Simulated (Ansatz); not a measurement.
Start from Rh in the fcc (Cu type) structure (space group Fm-3m, No. 225; a = 3.8000 Å). Axes: x, y, z lie along the cube axes.

Structures relaxed with DFT with r2SCAN, PAW potentials and a 500 eV plane-wave cutoff in Ansatz (a quantum-chemistry and plane-wave program), no spin-orbit coupling.

Base:

Simulated powder pattern, Cu Kα1, λ = 1.54056 Å (kinematic, ideal powder, no thermal factors, no anomalous dispersion; the 8 strongest lines at most, above 2 %, up to 2θ = 90°):

```csv
2θ (°),I/Imax (%),hkl
41.11,100,(111)
47.83,48,(200)
69.97,29,(220)
84.49,35,(311)
89.21,11,(222)
```

After one change:

Simulated powder pattern, Cu Kα1, λ = 1.54056 Å (kinematic, ideal powder, no thermal factors, no anomalous dispersion; the 8 strongest lines at most, above 2 %, up to 2θ = 90°):

| 2θ (°) | I/Imax (%) |
|---|---|
| 41.68 | 100 |
| 47.83 | 33 |
| 49.83 | 15 |
| 69.97 | 10 |
| 71.56 | 19 |
| 84.87 | 24 |
| 87.88 | 11 |

Question: What was done to the base?
A. biaxial strain −2.33 %, plane normal [001], relaxed out of plane
B. biaxial strain −2.52 %, plane normal [001], relaxed out of plane
C. uniaxial strain ε_yy = −3.77 %
D. biaxial strain −0.38 %, plane normal [111], relaxed out of plane

Answer: C, uniaxial strain ε_yy = −3.77 %. Its volume per atom is 13.20 Å³ against 13.72 Å³, and its space group is I4/mmm (No. 139).

No phonon test of stability was made. The final runs are not spin-polarised.
